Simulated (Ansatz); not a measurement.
# Br_Se in zinc-blende ZnSe

Calculation: PBE, PAW (plane waves to 420 eV; Ansatz, a quantum-chemistry and plane-wave program). The supercell holds 64 host sites (2×2×2 repeats of a cell of 8 atoms), with a 2×2×2 shifted k-point sampling for the final energies. Site at the start: the Se site. Finite-size correction: monopole term and site-potential alignment. Dielectric constants: PBE linear response of the host. Host gap at this level: 1.15 eV. Finite-size and sampling errors can reach tenths of an eV here. Levels are measured in PBE's own, too narrow, gap. Spin–orbit coupling is left out. Each state is the lowest found from its start.

Charges with a result: +1, 0, −1. Others weren't obtained, and one of them could lie lower, also by skipping a charge.

```tsv
charge	moment (μB)	largest move off a lattice site (Å)	image correction with alignment (eV)
+1	not spin-polarised	0.24	0.12
0*	quenched	0.24	–
−1*	not spin-polarised	0.23	–
```

* At this level the carrier isn't localised at the defect: at charge 0 electrons occupy the conduction band; at charge −1 electrons occupy the conduction band. Such a state is shallow or no state of the defect, and this cell gives it no level.

Starting moments that weren't kept: charge 0 began with 1 μB and ended with 0.0.
